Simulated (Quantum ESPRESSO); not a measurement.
# How a calculation on La3S4 (I-43d, 14 atoms in the cell) responds to its settings

```
CELL_PARAMETERS angstrom
     -4.37444     4.37444     4.37444
      4.37444    -4.37444     4.37444
      4.37444     4.37444    -4.37444
ATOMIC_POSITIONS crystal
  La 0.87500 0.12500 0.75000
  La 0.62500 0.37500 0.25000
  La 0.75000 0.87500 0.12500
  La 0.25000 0.62500 0.37500
  La 0.12500 0.75000 0.87500
  La 0.37500 0.25000 0.62500
  S  0.64924 0.64924 0.64924
  S  0.35076 0.50000 0.00000
  S  0.50000 0.00000 0.85076
  S  0.00000 0.35076 0.50000
  S  0.85076 0.50000 0.00000
  S  0.14924 0.14924 0.14924
  S  0.00000 0.85076 0.50000
  S  0.50000 0.00000 0.35076
```

Base run A: PBEsol, GBRV 1.5 ultrasoft (PBESOL) pseudopotentials run with Quantum ESPRESSO, self-consistent single point.

Its settings: ecutwfc = 40 Ry; ecutrho = 200 Ry; occupations = smearing; smearing = gauss; degauss = 0.0099958 Ry; potentials = {La: la_pbesol_v1.uspp.F.UPF, S: s_pbesol_v1.4.uspp.F.UPF}; K_POINTS = automatic 5 5 5 0 0 0; conv_thr = 1e-11 Ry; mixing_beta = 0.7.

The starting cell comes from a database of computed structures (which also holds hypothetical and non-ambient phases and stackings), without a prior relaxation at this level. In the base run, with a pressure of about -4 GPa the cell is away from its equilibrium volume at this level.

ΔF is the free energy per atom less that of run A. 

Run A gave: pressure (GPa) -3.52; largest force (eV/Å) 0.042.

Runs:
- B: lattice scaled by 0.97
- C: lattice scaled by 0.97; ecutwfc: 40 Ry → 24 Ry; ecutrho: 200 Ry → 120 Ry
- D: lattice scaled by 0.985
- E: lattice scaled by 0.985; ecutwfc: 40 Ry → 24 Ry; ecutrho: 200 Ry → 120 Ry
- F: lattice scaled by 1.015
- G: lattice scaled by 1.015; ecutwfc: 40 Ry → 24 Ry; ecutrho: 200 Ry → 120 Ry
- H: lattice scaled by 1.03
- I: lattice scaled by 1.03; ecutwfc: 40 Ry → 24 Ry; ecutrho: 200 Ry → 120 Ry
- J: ecutwfc: 40 Ry → 24 Ry; ecutrho: 200 Ry → 120 Ry

Problem. What does run C change against A?

Solution. The free energy rises by 14.7 meV/atom, the pressure goes from -3.52 to 4.12 GPa and the largest force goes from 0.042 to 0.274 eV/Å.

Problem. What does run I change against A?

Solution. The free energy rises by 99.7 meV/atom, the pressure goes from -3.52 to -9.08 GPa and the largest force goes from 0.042 to 0.136 eV/Å.

Problem. What does run H change against A?

Solution. The free energy goes up by 87.7 meV/atom, the pressure goes from -3.52 to -8.71 GPa and the largest force goes from 0.042 to 0.138 eV/Å.

| run | ΔF (meV/atom) | pressure (GPa) | largest force (eV/Å) |
|---|---|---|---|
| A | 0.00 | -3.52 | 0.042 |
| B | 2.6 | 4.56 | 0.273 |
| C | 14.7 | 4.12 | 0.274 |
| D | -11.8 | 0.09 | 0.150 |
| E | 0.23 | -0.33 | 0.151 |
| F | 34.3 | -6.42 | 0.053 |
| G | 46.3 | -6.81 | 0.051 |
| H | 87.7 | -8.71 | 0.138 |
| I | 99.7 | -9.08 | 0.136 |
| J | 11.9 | -3.93 | 0.042 |
